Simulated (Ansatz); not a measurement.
The starting structures come from a database of crystals and need not be the phases stable at ambient conditions.

## Evanescent states of SnGe4Te4Se (R3m, not sure to be the ambient phase, 10 atoms a cell, 28.1 Å³ an atom) along the normal of (101)

Computed with r2SCAN (plane waves, PAW; Ansatz, a program for electronic structure).

The gap is the functional's own. No spin-orbit coupling. Mid-gap values are interpolated on the energy grid.

Energies count from the valence-band top; κ is the least over a 8×2 mesh across the current.

```
E (eV)  κ (1/Å)  where
------  -------  -----
0.03      0.023  off Γ
0.07      0.051  off Γ
0.12      0.062  off Γ
0.17        ___  off Γ
0.23        ___  off Γ
0.28        ___  off Γ
0.33        ___  off Γ
0.38        ___  off Γ
0.42        ___  off Γ
0.47        ___  off Γ
0.53      0.061  off Γ
0.57      0.059  off Γ
0.62      0.051  off Γ
```

Q: What belongs in the gaps?

A: 
- 0.17, κ (1/Å): 0.065
- 0.23, κ (1/Å): 0.066
- 0.28, κ (1/Å): 0.066
- 0.33, κ (1/Å): 0.066
- 0.38, κ (1/Å): 0.065
- 0.42, κ (1/Å): 0.064
- 0.47, κ (1/Å): 0.063
